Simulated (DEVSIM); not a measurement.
Structure: abrupt GaAs n-p junction, at 300 K.

Layer 1 from the left is GaAs, thickness (μm) 8.80, Nd (cm⁻³) 6.1e16, τn (s) 2.9e-8, τp (s) 2.9e-8. Layer 2 from the left is GaAs, thickness (μm) 2.10, Na (cm⁻³) 1.6e15, τn (s) 2.9e-8, τp (s) 2.9e-8.

Left contact: ohmic. Right contact: ohmic. Voltage is applied to the left contact. Recombination: SRH at mid-gap. Mobility is μmin + (μ − μmin)/(1 + (N/Nref)^α).

Constants are typed, rounded textbook-type inputs, not results; the design itself was drawn at random and stands for no fabricated device. Values at 300 K.

GaAs: gap (eV) 1.424, affinity (eV) 4.07, permittivity 12.9, Nc (cm⁻³) 4.7e17, Nv (cm⁻³) 9e18, μn (cm²/Vs) 8500, μp (cm²/Vs) 400, μn,min 500, μp,min 20, Nref,n 6e16, Nref,p 1.5e17, αn 0.39, αp 0.38.

Simulated with DEVSIM: 1D drift-diffusion, Boltzmann statistics, complete ionisation; no tunnelling, impact ionisation, image-force lowering or self-heating.

**Question.** What does the simulation give for the dark forward voltage at 100 A/cm², the potential step across the device at zero bias, the largest field in the device at zero bias, the dark forward voltage at 1 A/cm²?

**Answer.** dark forward voltage at 100 A/cm² 1.039 V; potential step across the device at zero bias 1.148 V; largest field in the device at zero bias 23000 V/cm; dark forward voltage at 1 A/cm² 0.909 V.
